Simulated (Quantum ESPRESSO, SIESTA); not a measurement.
**Equation of state of fluorite-structure PtAl2 (space group 225): energy against volume (SIESTA, LDA)**

```xyz
3
Lattice="0.0000 2.8401 2.8401 2.8401 0.0000 2.8401 2.8401 2.8401 0.0000" Properties=species:S:1:pos:R:3 pbc="T T T"
Al     1.4200     1.4200     1.4200
Al     4.2601     4.2601     4.2601
Pt     0.0000     0.0000     0.0000
```

Method of the run: LDA PW92, numerical atomic orbitals DZP, PseudoDojo LDA standard norm-conserving potentials (rewritten from UPF to PSML) run with SIESTA 5.4.2. Settings: XC.functional = LDA; XC.authors = PW92; potentials = PseudoDojo LDA standard; PAO.BasisSize = DZP; PAO.EnergyShift = 0.005 Ry; MeshCutoff = 455 Ry; kgrid.MonkhorstPack = 17 17 17; OccupationFunction = FD; ElectronicTemperature = 0.05 eV; MaxSCFIterations = 150; SCF.Mixer.Method = Pulay; SCF.Mixer.Weight = 0.2; SCF.Mixer.History = 6; SCF.DM.Tolerance = 1.0E-04. The cell above is the first row's. The rows scale it uniformly. In all rows fractional positions and the k mesh are held. E is the free energy at the stated smearing, counted from the lowest row.

| V (Å^3/atom) | E (meV/atom) |
|---|---|
| 15.272 | 71.56 |
| 15.604 | 41.50 |
| 15.936 | 20.10 |
| 16.268 | 6.64 |
| 16.600 | 0.14 |
| 16.932 | 0.00 |
| 17.264 | 5.57 |
| 17.596 | 16.19 |
| 17.928 | ? |

The 8 complete rows are fitted with the third-order Birch-Murnaghan form, a cubic in V^(-2/3), E against V. With u = V^(-2/3) - 0.155, the rows have u = 0.007456, 0.005144, 0.002912, 0.000756, -0.001328, -0.003343, -0.005294, -0.007183. Least squares gives E = 3.526 + 3527.09·u + 743612·u² + 972680·u³. Residuals (row less fit): -0.006, 0.022, -0.027, 0.022, -0.011, -0.009, 0.020, -0.007; standard error 0.024 (degrees of freedom: 4). Its minimum lies at u = -0.002383, so V0 = (0.152617)^(-3/2) = 16.77. There d²E/du² = 1473000 and d³E/du³ = 5836000, so B0 = (4/9) × 16.77^(-7/3) × 1473000 × 0.160218 = 146 GPa (the last factor turns the table's units into GPa), and B0' = 4 + (2/3) × 0.152617 × (5836000)/1473000 = 4.4. The program's pressures in the fitted runs (not shown) pass through zero at V = 16.77, 0.01 % from this V0.

Task: Predict the withheld E at V = 17.928 from the fit, and compare with the calculation.

Result: u = -0.009014, so E = 3.526 + 3527.09 × (-0.009014) + 743612 × (-0.009014)² + 972680 × (-0.009014)³ = 31.441 meV/atom. The calculation gives 31.38 meV/atom, 0.061 meV/atom below the prediction (0.1 % of the range of E in the table). The row lies outside the fitted rows, so this is an extrapolation. From the scatter of the fitted rows alone, a prediction at this place has a standard error of 0.059 meV/atom, so the miss is 1.0 times that.

Carrying the step between the two nearest rows on in a straight line would have given 26.81, off by 4.57; series whose last step already gives the withheld value aren't shown. The scan was laid around a cell of about the measured size, scaled by a guess for this functional. The runs keep the symmetry of the cell, so they don't test it for distortions. A plane-wave scan with the same functional (Quantum ESPRESSO, GBRV) gives V0 = 16.71 Å^3/atom and B0 = 146 GPa; a Birch-Murnaghan fit to all rows here lies 0.4 % from it in V0 and 0 % in B0; the two differ in basis, and may differ in potentials and mesh. Spin polarisation is off. Values carry the incompleteness of an atom-centred basis. Spin-orbit coupling is off. Cutoffs and mesh are single choices, not tested for convergence of this quantity. Series with a scatter that would blur these digits, or in which a gap closes, are not shown. Nor are scans whose minimum lies at an end fitted in this form.
